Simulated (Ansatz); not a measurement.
MgS: S → Se

The reference is MgS in the rock salt structure (space group Fm-3m, No. 225; a = 5.2031 Å).

Perturbation: every S is replaced by Se, then cell and atoms are relaxed.

Level of theory: Ansatz (an electronic-structure program) r2SCAN, no SOC. Γ-centred 10×10×10 mesh, Fermi–Dirac width 0.05 eV, for the changed cell.

The volume per atom increases by 2.87 Å³, from 17.61 Å³ to 20.48 Å³ and the lattice parameter a grows by 0.269 Å (5.203 Å → 5.472 Å). The shortest interatomic distance increases by 0.134 Å (2.602 Å → 2.736 Å) and the band gap falls by 0.98 eV, from 3.46 eV to 2.48 eV. The gap character is still indirect, Γ → X and the width of the top valence band goes up by 0.13 eV (2.34 eV → 2.47 eV). The electron mass becomes 0.48 mₑ along k, 0.25 mₑ across (at X) (base: 0.53 mₑ along k, 0.31 mₑ across (at X)).

Final structure:

```yaml
crystal:
  lattice:
    - [0.00000, 2.73600, 2.73600]
    - [2.73600, 0.00000, 2.73600]
    - [2.73600, 2.73600, 0.00000]
  atoms:
    - { symbol: Se, position: [0.00000, 0.00000, 0.00000] }
    - { symbol: Mg, position: [0.50000, 0.50000, 0.50000] }
```

Effective masses come from finite differences of ±0.01 Å⁻¹. Along k means along the line from Γ to the band edge. No phonon test of stability was made.
